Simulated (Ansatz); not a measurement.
Where the default PAW files enter, the runs use the earlier of Ansatz's two default sets.

Inside the gap of an insulator the Bloch states are evanescent, with a wavenumber k + iκ along the transport direction.

Consider the following.

```yaml
crystal:
  lattice:
    - [3.17260, 0.00000, 0.00000]
    - [0.00000, 5.11762, 0.00000]
    - [1.58630, 0.00000, 2.74755]
  atoms:
    - { symbol: Zn, position: [0.66667, 0.49941, 0.66667] }
    - { symbol: Zn, position: [0.33333, 0.99941, 0.33333] }
    - { symbol: O, position: [0.66667, 0.12028, 0.66667] }
    - { symbol: O, position: [0.33333, 0.62028, 0.33333] }
```

Space group of this cell: P6_3mc, wurtzite. The cell is strained (all lengths scaled by 0.98); by r2SCAN its mean pressure is 9.7 GPa.

Transport runs along the normal of the first two printed cell vectors, the (100) plane of the conventional cell.

The gap is the functional's own, uncorrected, and κ follows it; spin-orbit coupling is left out. Mid-gap values are interpolated between the computed energies.

### Question
Estimate the band gap and the smallest decay constant κ at mid-gap that r2SCAN (Ansatz, a first-principles code) returns for this system.

### Answer
Gap 1.31 eV on a 12×6×12 mesh; κ = 0.136 1/Å, at the zone centre.
